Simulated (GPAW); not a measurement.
A self-consistent single point of Ge3Pt (P6_3/mmc, 8 atoms in the cell) with GPAW.

Method of the run: LDA (Perdew-Wang 92), GPAW PAW datasets LDA (gpaw-data 1.0.1) (plane waves; GPAW).

```
CELL_PARAMETERS angstrom
      6.78828     0.00000     0.00000
     -3.39414     5.87882     0.00000
      0.00000     0.00000     3.88283
ATOMIC_POSITIONS crystal
  Ge 0.36552 0.18276 0.75000
  Ge 0.63448 0.81724 0.25000
  Ge 0.18276 0.36552 0.25000
  Ge 0.81724 0.63448 0.75000
  Ge 0.81724 0.18276 0.75000
  Ge 0.18276 0.81724 0.25000
  Pt 0.66667 0.33333 0.25000
  Pt 0.33333 0.66667 0.75000
```

Reference input (self-consistent single point, DFT PBEsol, plane waves, GPAW PAW datasets PBEsol (made by gpaw-setup)): mode = pw; ecut = 550 eV; xc = PBEsol; kpts = 6 6 9; mesh shift (steps) = 0 0 0; occupations.name = methfessel-paxton; occupations.width = 0.1 eV; occupations.order = 1; nbands = -16; convergence.density = 1e-05 e/electron; convergence.energy = 1e-05 eV/electron; symmetry.symmorphic = false. This run's input differs from it in these lines:

```diff
@@ -19,3 +19,3 @@
 calc = GPAW(mode={'name': 'pw', 'ecut': 550},
-            xc='PBEsol',
+            xc='LDA',
             kpts={'size': (6, 6, 9), 'gamma': True},
```

Its files differ too (potentials: GPAW PAW datasets LDA (gpaw-data 1.0.1)).

Log, with long lists cut:

```
     iter     time        total  log10-change:
                         energy   eigst   dens
iter:   1 --:--:--   -47.261129
iter:   2 --:--:--   -47.017443   -1.70  -1.30
iter:   3 --:--:--   -46.529645   -2.05  -1.32
iter:   4 --:--:--   -46.319253   -2.67  -1.41
iter:   5 --:--:--   -46.246140   -2.40  -1.58
iter:   6 --:--:--   -46.183808   -3.00  -2.01
iter:   7 --:--:--   -46.183929   -4.68  -2.53
iter:   8 --:--:--   -46.179100   -4.35  -2.53
iter:   9 --:--:--   -46.177404   -3.65  -2.67
iter:  10 --:--:--   -46.177408   -5.17  -2.82
iter:  11 --:--:--   -46.177794c  -5.55  -2.82
iter:  12 --:--:--   -46.176843   -4.53  -2.78
iter:  13 --:--:--   -46.176777   -5.40  -2.95
iter:  14 --:--:--   -46.176938c  -4.89  -2.97
iter:  15 --:--:--   -46.176812c  -5.26  -3.01
iter:  16 --:--:--   -46.176554c  -5.09  -3.33
iter:  17 --:--:--   -46.176553c  -6.89  -3.65
iter:  18 --:--:--   -46.176555c  -6.67  -3.68
iter:  19 --:--:--   -46.176549c  -6.03  -3.85
iter:  20 --:--:--   -46.176546c  -7.57c -3.84
iter:  21 --:--:--   -46.176545c  -7.20  -3.94
iter:  22 --:--:--   -46.176545c  -7.07  -4.04
iter:  23 --:--:--   -46.176544c  -7.87c -4.60
iter:  24 --:--:--   -46.176544c  -8.61c -4.96
iter:  25 --:--:--   -46.176544c  -8.83c -5.08c
Converged after 25 iterations.

Dipole moment: (0.000000, -0.000000, 0.000000) |e|*Ang

Energy contributions relative to reference atoms: (reference = -1342300.404023)

Kinetic:        +17.388532
Potential:      -20.310843
External:        +0.000000
XC:             -42.135390
Entropy (-ST):   +0.002255
Local:           -1.120346
SIC:             +0.000000
--------------------------
Free energy:    -46.175793
Extrapolated:   -46.176544

Showing only first 2 kpts
 Kpt  Band  Eigenvalues  Occupancy
  0    26      7.73219   -0.00495
  0    27      7.73220   -0.00495
  0    28      8.17396   -0.00000
  0    29      8.17398   -0.00000

  1    26      7.40329    2.04281
  1    27      8.03477   -0.00000
  1    28      8.03479   -0.00000
  1    29      8.30360   -0.00000

Fermi level: 7.50003

No gap
   [... lines left out ...]
  2 Ge    0.00000    0.19464    0.00000
  3 Ge    0.00000   -0.19464   -0.00000
  4 Ge   -0.16857    0.09732    0.00000
  5 Ge    0.16857   -0.09732    0.00000
  6 Pt   -0.00000   -0.00000    0.00000
  7 Pt   -0.00000    0.00000    0.00000

Stress tensor:
     0.039858     0.000000     0.000000
     0.000000     0.039858     0.000000
     0.000000     0.000000     0.055616
Stress (GPa, Voigt): [6.386  6.386  8.9107 0.     0.     0.    ]
```

The run converged in 25 iterations. GPAW prints stress with tension positive. Against the reference run the pressure goes from -5.04 to -7.23 GPa and the largest force goes from 0.070 to 0.195 eV/Å.

The starting cell comes from a database of computed structures (which also holds hypothetical and non-ambient phases and stackings), without a prior relaxation at this level. Spin polarisation is off. With a pressure of about -7 GPa the cell is away from its equilibrium volume at this level.

Cost on one core of a shared machine: roughly 7 min.
